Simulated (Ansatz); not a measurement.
**InAs, response to strain**

The parent structure is InAs in the zinc blende structure (space group F-43m, No. 216).

```
InAs
1.0
    0.00000     3.05478     3.05478
    3.05478     0.00000     3.05478
    3.05478     3.05478     0.00000
In As
1 1
Direct
  0.00000   0.00000   0.00000
  0.25000   0.25000   0.25000
```

Cartesian axes are those of the cell as printed.

Strains are applied to the cell and any free atomic positions relax; under biaxial strain the out-of-plane vector relaxes too.

Computed with r2SCAN (Ansatz, a program for electronic structure), no spin-orbit coupling.

Notes on the quantities. energy relative to the base: free energy F.

```csv
"biaxial strain, plane normal [111], relaxed out of plane (%)",energy relative to the base (meV/atom)
-2.5,14.1
-2.08,9.7
-1.67,6.2
-1.25,3.4
-0.83,1.5
-0.42,?
0,0.0
```

Problem. Fit ΔE = Aε² + Bε³ (ε in %) to the rows shown and predict the withheld row.

Solution. Least squares on the printed values gives A = 2.14 and B = -0.048 meV/atom (largest residual 0.0 meV/atom); this predicts 0.4 meV/atom, and the run gives 0.4 meV/atom, in agreement.

Whether these cells are dynamically stable was not tested.
